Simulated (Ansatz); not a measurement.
## Carrier properties of AlN under load (space group P6_3mc)

Here is the system:

```
CELL_PARAMETERS angstrom
      3.07036     0.00000     0.00000
     -1.53518     2.65901     0.00000
      0.00000     0.00000     4.89626
ATOMIC_POSITIONS crystal
  Al 0.66667 0.33333 0.49848
  Al 0.33333 0.66667 0.99848
  N  0.66667 0.33333 0.88152
  N  0.33333 0.66667 0.38152
```

These are PBEsol with spin-orbit coupling, rigid bands (plane waves, PAW; Ansatz, an electronic-structure program) values and carry that method's errors. Condition of this run: hydrostatic pressure 10 GPa (the target of the relaxation). How the cell was made: cell and atoms relaxed with PBEsol, then loaded as said.

The band gap is 4.47 eV and the electron conductivity mass (300 K, dilute) is 0.33 (x), 0.33 (y), 0.32 (z) mₑ. The hole conductivity mass (300 K, dilute) is 3.7 (x), 3.7 (y), 0.40 (z) mₑ and the effective density of states N_c (300 K) is 4.8e18 cm⁻³. The effective density of states N_v (300 K) is 5.7e19 cm⁻³, the density-of-states mass, electrons comes out as 0.33 mₑ and the density-of-states mass, holes is 1.73 mₑ. The Seebeck coefficient, n-type 1e19 cm⁻³, 300 K comes out as -163 μV/K. The Seebeck coefficient, p-type 1e19 cm⁻³, 300 K is 370 μV/K. The best p-type power factor at 300 K for τ = 10 fs (best axis; densities from 1e16 to 1e21 cm⁻³ tried, whether or not they can be reached) is 16.8 μW/(cm·K²) at 1e20 cm⁻³.

Rigid bands; masses and Seebeck coefficients take one relaxation time τ for all states and one kind of carrier; polarons and phonon drag are left out.
